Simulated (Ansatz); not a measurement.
The starting structures come from a database of crystals and need not be the phases stable at ambient conditions.

Given:

```yaml
crystal:
  lattice:
    - [3.31418, 0.00000, 0.00000]
    - [-1.65709, 2.87016, 0.00000]
    - [1.65709, 0.95672, 5.60669]
  atoms:
    - { symbol: Ca, position: [0.00000, 0.00000, 0.00000] }
    - { symbol: Zr, position: [0.00000, 0.50000, 0.50000] }
    - { symbol: N, position: [0.52376, 0.76188, 0.71436] }
    - { symbol: N, position: [0.47624, 0.23812, 0.28564] }
```

Space group of this cell: R-3m. The cell is taken as given; by r2SCAN its mean pressure is -0.7 GPa.

Transport runs along the normal of the first two printed cell vectors, the (001) plane of the conventional cell.

The gap is the functional's own. No spin-orbit coupling. Mid-gap values are interpolated on the energy grid.

Task: Compute, with r2SCAN in Ansatz (a quantum-chemistry and plane-wave program), the band gap and the smallest decay constant κ at mid-gap.

Result: Gap 0.84 eV on a 12×12×12 mesh; κ = 0.159 1/Å, at (0.500, 0.000) of the in-plane reciprocal vectors. At the zone centre, at the nearest computed energy, the slowest state has κ = 0.20 1/Å.
